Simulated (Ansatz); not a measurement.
## GaN: response to strain

The reference is GaN in the zinc blende structure (space group F-43m, No. 216; a = 4.4554 Å). Axes: x, y, z lie along the cube axes.

Strains are applied to the cell and any free atomic positions relax; under biaxial strain the out-of-plane vector relaxes too.

Calculations: plane-wave PAW DFT at the LDA level (Ansatz, a program for electronic structure, 420 eV), no spin-orbit coupling.

Candidates:
(a) biaxial strain +0.83 %, plane normal [111], relaxed out of plane
(b) biaxial strain −1.25 %, plane normal [111], relaxed out of plane
(c) biaxial strain −2.50 %, plane normal [111], relaxed out of plane
(d) biaxial strain −1.67 %, plane normal [111], relaxed out of plane
(e) biaxial strain +2.08 %, plane normal [111], relaxed out of plane

Q: Order them by out-of-plane strain, lowest first.

A: (e) biaxial strain +2.08 %, plane normal [111], relaxed out of plane (-0.91 %), (a) biaxial strain +0.83 %, plane normal [111], relaxed out of plane (-0.37 %), (b) biaxial strain −1.25 %, plane normal [111], relaxed out of plane (+0.58 %), (d) biaxial strain −1.67 %, plane normal [111], relaxed out of plane (+0.78 %), (c) biaxial strain −2.50 %, plane normal [111], relaxed out of plane (+1.19 %)

Stability against distortions was not tested. This is not the structure that GaN has at room temperature and ambient pressure.
